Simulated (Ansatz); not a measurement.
Q: Name crystals whose mean free path at 300 K lies between 2.2 and 3.4 nm and whose resistivity at 300 K lies between 32 and 49 μΩ·cm, by PBEsol, DFPT electron-phonon coupling, linearised Boltzmann equation (Ansatz, a quantum-chemistry and plane-wave program).

A: Many crystals can fit; among those computed here:
- NiS (P6_3/mmc): 3.2 nm, 42 μΩ·cm
- Lu (P6_3/mmc): 2.8 nm, 43 μΩ·cm

Metals; harmonic phonons alone scatter; means over directions. The mean free path is weighted by the current that each state carries. Halving the electron mesh moves these values by up to 8 %; q meshes are mostly untested. Some of the runs warned that the eigensolver left states short of its tolerance. Spin-orbit coupling is left out.

Formula and space group known from diffraction (Crystallography Open Database), not checked to be the room-temperature form: NiS (P6_3/mmc). Treated as nonmagnetic (a ferromagnetic start lost its moment, other orders weren't tried): NiS (P6_3/mmc). The missing spin-orbit coupling matters most for Lu (P6_3/mmc).
